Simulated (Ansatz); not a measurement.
W under load (space group Im-3m), PBEsol, DFPT electron-phonon coupling, linearised Boltzmann equation (Ansatz, a quantum-chemistry and plane-wave program). Condition of this run: hydrostatic pressure 5 GPa (the target of the relaxation). Phonon-limited resistivity 4.82 μΩ·cm at 300 K, 6.57 μΩ·cm at 400 K, Drude plasma energy 8.02 eV.

Problem. What is the classical skin depth at 1 GHz (nonmagnetic, μ₀ = 1.257×10⁻⁶ H/m)?

Solution. δ = √(ρ/(π f μ₀)) = 3490 nm.

Problem. What Drude relaxation time do resistivity and plasma energy imply?

Solution. ω_p = 1.22e16 s⁻¹, so τ = 1/(ε₀ ω_p² ρ) = 15.8 fs, a damping ħ/τ of 41.7 meV.

Problem. Estimate the electronic thermal conductivity at 300 K by the Wiedemann-Franz law (L₀ = 2.44×10⁻⁸ W·Ω/K²).

Solution. L₀T/ρ = 2.44×10⁻⁸ × 300/(4.82×10⁻⁸) = 152 W/(m·K). Inelastic scattering puts the true Lorenz number somewhat under L₀ near and below the Debye temperature.

A metal at this level (no band gap). Only scattering by harmonic phonons is included (no impurities, grain boundaries, electron-electron scattering or thermal expansion). Spin-orbit coupling is left out, which matters with elements this heavy. The squared frequency of the phonon mode least converged on the k mesh is uncertain by about 18 %. The run warned that the eigensolver left some states short of its tolerance. Halving the electron mesh (36x36x36) moves the resistivity by up to 9 % at 300 K. Smearing 0.20 eV; phonons on a 6x6x6 q mesh, which this run doesn't test.
